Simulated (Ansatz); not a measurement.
A self-consistent single point of a (001) slab of Mg2Pd (cut from a parent of space group no. 139; 6 atoms in the cell) with Ansatz (a first-principles code).

Computed with PBEsol, default PAW files made with PBE (plane waves; Ansatz).

```
CELL_PARAMETERS angstrom
      3.25625     0.00000     0.00000
      0.00000     3.25625     0.00000
      0.00000     0.00000    22.04808
ATOMIC_POSITIONS crystal
  Mg 0.50000 0.50000 0.68251
  Mg 0.00000 0.00000 0.31749
  Pd 0.00000 0.00000 0.61487
  Mg 0.00000 0.00000 0.45277
  Mg 0.50000 0.50000 0.54723
  Pd 0.50000 0.50000 0.38513
```

Reference input (self-consistent single point, DFT, PBEsol, plane waves, default PAW files made with PBE): basis.ecutwfc = 420 eV; kpoints.mp_grid.grid = 9 9 1; hamiltonian.xc = pbesol; hamiltonian.pseudopotentials = {kind: paw} (the program's default PAW files); scf.occupations.method = fermi_dirac; scf.occupations.width = 0.1 eV. This run's input differs from it in these lines:

Ansatz 0.2 input:
```diff
@@ -15,3 +15,3 @@
 kpoints:
-  mp_grid: { grid: [9, 9, 1] }
+  mp_grid: { grid: [16, 16, 1] }
 hamiltonian:
```

The program printed (abridged):

```
SCF iter   1: F=—  HF=-21463.589710 eV  |F-HF|=—  |Δ(HF+E_count)|=         —  Δρ=2.68e-3  dr2=6.45e-2  ethr=1.77e-3  ⟨swp⟩=11.2  Hψ=9905  notcnv=0  defer=5
all-band conjugate gradients solve this SCF's bands
preconditioner: auto → LDOS
SCF iter   2: F=—  HF=-21463.586934 eV  |F-HF|=—  |Δ(HF+E_count)|=   2.78e-3  Δρ=2.41e-3  dr2=1.52e-2  ethr=8.48e-5  ⟨swp⟩=2.8  Hψ=4724  notcnv=0  defer=23
   [... lines left out ...]
SCF iter   5: F=—  HF=-21463.583154 eV  |F-HF|=—  |Δ(HF+E_count)|=   9.64e-6  Δρ=7.40e-5  dr2=3.26e-5  ethr=2.65e-7  ⟨swp⟩=2.5  Hψ=3211  notcnv=0  defer=23
SCF iter   6: F=—  HF=-21463.583125 eV  |F-HF|=—  |Δ(HF+E_count)|=   2.85e-5  Δρ=3.43e-5  dr2=4.79e-6  ethr=4.29e-8  ⟨swp⟩=2.0  Hψ=2694  notcnv=0  defer=17
SCF iter   7: F=—  HF=-21463.583125 eV  |F-HF|=—  |Δ(HF+E_count)|=   3.57e-7  Δρ=7.79e-6  dr2=2.05e-7  ethr=6.31e-9  ⟨swp⟩=2.0  Hψ=2661  notcnv=0  defer=17
SCF iter   8: F=-21463.583126 eV  HF=-21463.583126 eV  |F-HF|=5.42e-9  |Δ(HF+E_count)|=   2.56e-7  Δρ=1.69e-6  dr2=1.12e-8  ethr=1.32e-10  ⟨swp⟩=10.7  Hψ=8685  notcnv=0
SCF 1 converged in 8 iterations: F = -21463.583126 eV  dr2 = 1.12e-8
Free energy (F): -21463.583126 eV
Internal energy: -21463.498428 eV  (E = F + TS)
E sigma→0 (E₀):  -21463.540777 eV
Entropy (-TS):   -0.084697 eV (-14.116 meV/atom)
Fermi energy:    3.187043 eV
--- Forces (eV/Å), atoms counted from 1 ---
  atom   1  Mg     0.00000000     0.00000000    -0.26001073
  atom   2  Mg     0.00000000     0.00000000     0.26001073
  atom   3  Pd     0.00000000     0.00000000     0.09473061
  atom   4  Mg     0.00000000     0.00000000    -0.07354278
  atom   5  Mg     0.00000000     0.00000000     0.07354278
  atom   6  Pd     0.00000000     0.00000000    -0.09473061
--- Stress (GPa, compression-positive) ---
       -1.634244       0.000000       0.000000
        0.000000      -1.634244       0.000000
        0.000000       0.000000      -1.000705
  P = ⅓ Tr σ = -1.4231 GPa (-14.231 kbar)
  The stress holds the Pulay correction. Without it, at fixed plane waves, as pw.x and ABINIT print it: P = -1.4296 GPa
```

The run converged in 8 iterations. Against the reference run the free energy hardly moves (within 1 meV/atom) and the largest force goes from 0.277 to 0.260 eV/Å.

The starting cell comes from a database of computed structures (which also holds hypothetical and non-ambient phases and stackings), without a prior relaxation at this level. The slab is cut from that crystal, and its faces are unrelaxed. Its lattice was rescaled by up to half a per cent. Spin polarisation is off.
